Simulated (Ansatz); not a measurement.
Consider C in the diamond structure (space group Fd-3m, No. 227; a = 3.554 Å). Axes: x, y, z lie along the cube axes.

Calculations: PBEsol (Ansatz, an electronic-structure program, PAW, without spin-orbit coupling).

One thing is altered: every lattice vector is stretched by 1.00 %, atoms relaxed at fixed cell.

### Question
Predict the stress tensor and what it implies for the stiffness.

### Answer
Stress of the strained cell less that of the base (GPa, compression positive):
```
 -12.71    0.00    0.00
   0.00  -12.71    0.00
   0.00    0.00  -12.71
```

Then B = −ΔP/(ΔV/V₀) with ΔV/V₀ = 0.0303 gives secant stiffness values (nonlinear terms included at this strain): B ≈ 420 GPa.

As a check, the harmonic strain energy −½ V₀ Δσ:ε is 6.7 meV/atom; the computed energy rise is 6.9 meV/atom.

Stability against distortions was not tested.
